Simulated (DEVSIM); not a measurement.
illuminated Si p-on-n cell, one wavelength

Device: illuminated Si p-on-n cell, one wavelength, at 300 K.

| layer (left to right) | material | thickness (μm) | Nd (cm⁻³) | Na (cm⁻³) | τn (s) | τp (s) | absorption coefficient (cm⁻¹) |
|---|---|---|---|---|---|---|---|
| 1 | Si | 0.280 | - | 2.4e18 | 2.1e-8 | 3.1e-7 | 2800 |
| 2 | Si | 140 | 4e16 | - | 3.8e-7 | 3.8e-7 | 2800 |

Left contact: ohmic, minority electron recombination velocity 2e6 cm/s. Right contact: ohmic, minority hole recombination velocity 2000 cm/s. Voltage is applied to the left contact. Recombination: SRH at mid-gap, radiative. Light enters at the left, 2.2e18 photons cm⁻² s⁻¹, one pass, no reflection. Mobility is μmin + (μ − μmin)/(1 + (N/Nref)^α).

The device is made up for the run: typed textbook-type constants, with dimensions and the other settings drawn at random. Values at 300 K.

```tsv
parameter	Si
gap (eV)	1.124
affinity (eV)	4.05
permittivity	11.7
Nc (cm⁻³)	2.86e19
Nv (cm⁻³)	3.1e19
μn (cm²/Vs)	1417
μp (cm²/Vs)	470
μn,min	52
μp,min	45
Nref,n	9.7e16
Nref,p	2.2e17
αn	0.68
αp	0.72
B (cm³/s)	4.7e-15
```

Model (solved in DEVSIM): 1D drift-diffusion, Boltzmann statistics, complete ionisation; no tunnelling, impact ionisation, image-force lowering or self-heating.

```yaml
potential_step_across_the_device_at_zero_bias: 0.888 V
largest_field_in_the_device_at_zero_bias: 120000 V/cm
Dark forward voltage at 1 A/cm²: 0.684 V
Dark forward voltage at 100 A/cm²: 0.981 V
short_circuit_current: 291 mA/cm²
open_circuit_voltage: 0.649 V
fill_factor: 0.83
largest_power: 157 mW/cm²
share_of_generated_pairs_collected_at_short_circuit: 0.827
```

Small-signal capacitance in reverse bias (quasi-static):

| V (V) | C (nF/cm²) |
|---|---|
| -0.04 | 61.6 |
| -0.1 | 59.6 |
| -0.2 | 56.5 |
| -0.3 | 53.9 |
| -0.4 | 51.6 |
| -0.6 | 47.8 |
| -0.8 | 44.8 |
| -1 | 42.2 |
| -1.3 | 39.1 |
| -1.6 | 36.6 |
| -2 | 33.9 |

Dark forward current:

```
V (V)  J (A/cm²)
-----  ---------
0.05      5.3e-9
0.10      1.9e-8
0.15      5.6e-8
0.20      1.6e-7
0.30      1.6e-6
0.35      6.1e-6
0.40      2.9e-5
0.45     0.00016
0.50     0.00099
0.55      0.0065
0.60       0.044
0.70         1.8
0.75         7.4
0.80          19
0.85          36
0.90          58
0.95          83
1.05         150
1.10         180
1.15         230
1.20         280
1.25         340
1.30         410
1.35         480
1.45         650
1.50         750
1.55         860
1.60         980
```
